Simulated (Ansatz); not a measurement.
Take PbTe in the zinc blende structure (space group F-43m, No. 216; a hypothetical phase, not in the database extracts checked) as the base.

```yaml
crystal:
  lattice:
    - [0.00000, 3.64220, 3.64220]
    - [3.64220, 0.00000, 3.64220]
    - [3.64220, 3.64220, 0.00000]
  atoms:
    - { symbol: Te, position: [0.75000, 0.75000, 0.75000] }
    - { symbol: Pb, position: [0.00000, 0.00000, 0.00000] }
```

Cartesian axes are those of the cell as printed.

The values are results of Kohn–Sham DFT with the r2SCAN functional, run in Ansatz (a first-principles code) with PAW and 500 eV plane waves, scalar-relativistic without spin-orbit coupling, not measurements.

Modification: every lattice vector is shortened by 1.26 %; the atoms relax in the strained cell.

Predict the stress tensor and what it implies for the stiffness.

Stress of the strained cell less that of the base (GPa, compression positive):
```
   1.10    0.00    0.00
   0.00    1.10    0.00
   0.00    0.00    1.10
```

Then B = −ΔP/(ΔV/V₀) with ΔV/V₀ = -0.0373 gives secant stiffness values (nonlinear terms included at this strain): B ≈ 30 GPa.

As a check, the harmonic strain energy −½ V₀ Δσ:ε is 6.3 meV/atom; the computed energy rise is 6.0 meV/atom.

Stability against distortions was not tested.
